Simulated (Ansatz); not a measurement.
# TiO2: energy against strain

TiO2 (rutile, P4_2/mnm, 10.651 Å³/atom at rest, c along z) under an equal strain ε in the (001) plane with the normal axis free, as in a coherent film. PBE in Ansatz, a plane-wave DFT program (PAW, default set), 420 eV, 7×7×11 Γ-centred mesh, Fermi-Dirac smearing 0.05 eV; ions are relaxed within the symmetry of each cell.

Here s stands for strain and y for E less E0.

| strain (%) | E less E0 (meV/atom) |
|---|---|
| -3.00 | ? |
| -1.20 | 3.30 |
| -0.60 | 0.82 |
| 0.00 | 0.00 |
| 0.60 | 0.78 |
| 1.20 | 3.09 |

Fit y of the 5 rows that show it with a parabola. Least squares gives y = 0.001 - 0.0767·s + 2.2183·s². Residuals (row less fit): 0.013, -0.026, -0.001, 0.026, -0.013; standard error 0.029 (degrees of freedom: 2). Twice the quadratic coefficient over the volume, 2 × 2.2183 meV × 10⁴ × 0.1602 / 10.651 Å³, is twice the biaxial elastic modulus of this plane = 667 ± 6 GPa.

Q: Predict the withheld y at s = -3.00 from the fit, and compare with the calculation.

A: y = 0.001 - 0.0767 × (-3.0) + 2.2183 × (-3.0)² = 20.196 meV/atom. The calculation gives 21.46 meV/atom, 1.264 meV/atom above the prediction (5.9 % of the range of y in the table). The row lies outside the fitted rows, so this is an extrapolation. From the scatter of the fitted rows alone, a prediction at this place has a standard error of 0.187 meV/atom, so the miss is 6.8 times that.

One order more, fitted to all 11 runs of the series, follows each within 0.02, so the miss is the next term of a smooth law. The primitive cell can neither tilt nor turn polar against its symmetry, as such crystals can under strain. Rows are the converged runs of the series near zero and its far end; series whose fitted rows scatter by over a few per cent of the range, as at a crossing or softening among them, aren't shown in this form. Most that stay on the fit to the last digits aren't either.
